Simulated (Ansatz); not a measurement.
Consider TiC in the rock salt structure (space group Fm-3m, No. 225; relaxed with 0.1 eV smearing).

```
CELL_PARAMETERS angstrom
      0.00000     2.16390     2.16390
      2.16390     0.00000     2.16390
      2.16390     2.16390     0.00000
ATOMIC_POSITIONS crystal
  C  0.00000 0.00000 0.00000
  Ti 0.50000 0.50000 0.50000
```

Cartesian axes are those of the cell as printed.

Level of theory: plane-wave PAW DFT at the r2SCAN level (Ansatz, a program for electronic structure, 500 eV), no spin-orbit coupling.

Base values:

| Quantity | Value |
|---|---|
| Band gap | zero |
| Shortest interatomic distance | 2.164 Å |

Perturbation: the cell is stretched by 4.69 % along y with no lateral relaxation; the atoms relax in the strained cell.

**Question.** How does this affect the stress?

**Answer.** The stress (xx, yy, zz, yz, xz, xy; compression positive) is (-5.5, -19.1, -5.5, 0.0, 0.0, 0.0) GPa.

**Question.** Predict the new energy relative to the base.

**Answer.** The energy increases by 31 meV/atom.

**Question.** What does the calculation give for the band gap after the change?

**Answer.** The band gap is still zero.

**Question.** Estimate the effect on the shortest interatomic distance.

**Answer.** The shortest interatomic distance stays 2.164 Å.

Whether these cells are dynamically stable was not tested. The final runs are not spin-polarised.
